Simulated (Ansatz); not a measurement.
Inside the gap of an insulator the Bloch states are evanescent, with a wavenumber k + iκ along the transport direction.

```
CELL_PARAMETERS angstrom
      5.46138     0.00000     0.00000
      1.82046     5.99728     0.00000
      2.73069     0.00000     1.57656
ATOMIC_POSITIONS crystal
  Mo 0.00024 0.99927 0.00000
  S  0.57997 0.26010 0.00000
  S  0.75377 0.73869 0.00000
```

Space group of this cell: R3m. The cell was relaxed by PBE-D3(BJ); by r2SCAN its mean pressure is 3.1 GPa.

Transport runs along the normal of the first two printed cell vectors, the (110) plane of the conventional cell.

The gap is the functional's own. No spin-orbit coupling. Mid-gap values are interpolated on the energy grid.

Q: Predict the band gap and the smallest decay constant κ at mid-gap from r2SCAN (Ansatz, an electronic-structure program).

A: Gap 0.89 eV on a 18×18×18 mesh; κ = 0.203 1/Å, at (0.000, 0.500) of the in-plane reciprocal vectors. At the zone centre, at the nearest computed energy, the slowest state has κ = 0.21 1/Å.
